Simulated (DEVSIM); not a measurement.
System: Cr/SiO2/p-GaAs capacitor, at 400 K.

Layer 1 from the left is SiO2, thickness (nm) 3.40. Layer 2 from the left is GaAs, thickness (nm) 12000, Na (cm⁻³) 3.1e15.

Metal gate on the left, work function 4.5 eV. Fixed charge at the semiconductor interface -6.1e10 cm⁻² (in units of +e); no interface traps.

This is a model device: material constants are rounded textbook-type values typed into the input, and sizes, dopings and lifetimes were drawn at random. Values at 300 K; Nc and Nv go as T^1.5, mobilities as T to minus their exponent, the gap by Varshni's rule with the affinity fixed.

SiO2: gap (eV) 9, affinity (eV) 0.9, permittivity 3.9. GaAs: gap (eV) 1.424, affinity (eV) 4.07, permittivity 12.9, Nc (cm⁻³) 4.7e17, Nv (cm⁻³) 9e18, Varshni α (eV/K) 0.000541, Varshni β (K) 204.

DEVSIM, 1D Poisson equation in equilibrium, Boltzmann statistics, complete ionisation; no quantum confinement or tunnelling. Metal contacts follow the ideal Schottky-Mott rule: no Fermi-level pinning, no interface dipoles.

Task: What does the simulation give for the minimum of the low-frequency capacitance, the flat-band voltage, the threshold voltage (band bending 2φF)?

Result: minimum of the low-frequency capacitance 0.0200 μF/cm²; flat-band voltage -0.65 V; threshold voltage (band bending 2φF) 0.28 V.
